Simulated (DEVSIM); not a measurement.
System: n-channel Si fully depleted SOI MOSFET with SiON, at 400 K.

- Gate length: 60 nm
- Source drain length: 48 nm
- Dielectric thickness: 1.8 nm
- Lateral straggle: 3.3 nm
- Underlap: 0 nm
- Body thickness: 19.2 nm
- Buried oxide: 15 nm
- Gate work function: 4.37 eV
- Source and drain doping: 6.4e19 cm⁻³, Gaussian tails under the gate
- Body doping: 7e15 cm⁻³
- Lifetime: 6e-8 s
- Supply: 1.2 V
- Back work function: 4.82 eV
- Back or body bias: -0.5 V

All mobilities are scaled by 0.4; velocity saturation, μ/(1 + (μE/vsat)^b)^(1/b) with b = 2 for electrons and 1 for holes and E the electric field along each mesh edge, is on. Mobility is μmin + (μ − μmin)/(1 + (N/Nref)^α).

The device is made up for the run: typed textbook-type constants, with dimensions and the other settings drawn at random. Values at 300 K; Nc and Nv go as T^1.5, mobilities as T to minus their exponent, the gap by Varshni's rule with the affinity fixed.

Si: gap (eV) 1.124, affinity (eV) 4.05, permittivity 11.7, Nc (cm⁻³) 2.86e19, Nv (cm⁻³) 3.1e19, μn (cm²/Vs) 1417, μp (cm²/Vs) 470, μn,min 52, μp,min 45, Nref,n 9.7e16, Nref,p 2.2e17, αn 0.68, αp 0.72, T exponent of μn 2.3, T exponent of μp 2.2, vsat,n (cm/s) 1e7, vsat,p (cm/s) 8.4e6, Varshni α (eV/K) 0.000473, Varshni β (K) 636. SiON: gap (eV) 7, affinity (eV) 1.4, permittivity 5.5. SiO2: gap (eV) 9, affinity (eV) 0.9, permittivity 3.9.

Model (solved in DEVSIM): 2D drift-diffusion, Boltzmann statistics, complete ionisation; no quantum confinement, tunnelling, impact ionisation, self-heating, contact resistance or fringe fields beside the gate. Metal contacts follow the ideal Schottky-Mott rule: no Fermi-level pinning, no interface dipoles.

Transfer curves, |Id| in μA/μm:

| Vg (V) | Vd = 0.05 V | Vd = 1.2 V |
|---|---|---|
| -0.36 | 0.0002777 | 0.01147 |
| -0.3 | 0.0007452 | 0.02781 |
| -0.24 | 0.002052 | 0.06805 |
| -0.18 | 0.005813 | 0.1681 |
| -0.12 | 0.01695 | 0.4182 |
| -0.06 | 0.05080 | 1.043 |
| 0 | 0.1557 | 2.579 |
| 0.06 | 0.4823 | 6.191 |
| 0.12 | 1.469 | 13.99 |
| 0.18 | 4.154 | 28.72 |
| 0.24 | 10.02 | 52.55 |
| 0.3 | 19.34 | 85.99 |
| 0.36 | 30.33 | 128.3 |
| 0.42 | 41.07 | 178.2 |
| 0.48 | 50.73 | 234.5 |
| 0.54 | 59.22 | 296.1 |
| 0.6 | 66.65 | 362.2 |
| 0.66 | 73.20 | 432.3 |
| 0.72 | 79.00 | 505.5 |
| 0.78 | 84.20 | 581.7 |
| 0.84 | 88.89 | 660.3 |
| 0.9 | 93.14 | 741.1 |
| 0.96 | 97.02 | 823.7 |
| 1.02 | 100.6 | 908.0 |
| 1.08 | 103.9 | 993.8 |
| 1.14 | 106.9 | 1081 |
| 1.2 | 109.7 | 1169 |

Question: Work out the subthreshold swing at low drain bias from the rows at 0 and 0.06 V, and compare it with the thermal limit.

Answer: log10(0.4823/0.1557) = 0.491 over 60.0 mV, so S = 122 mV/decade. The limit kT/q ln 10 is 79.4 mV/decade; the ratio is 1.54. This is the steepest step of the table.

Question: Give the natural length λ = √(ε_body t_body t_ox / (ε_ox)) and the gate length in units of it.

Answer: λ = 8.57 nm and L/λ = 7.0. The formula is that for thin layers, and L is the gate's length, not the shorter one between the doping tails.

Source and drain are degenerate, where Boltzmann statistics are only rough. The electric field that drives the saturation includes the junctions' built-in field, which lowers the mobility there even at small currents: subthreshold currents come out too low, a known weakness of this choice.
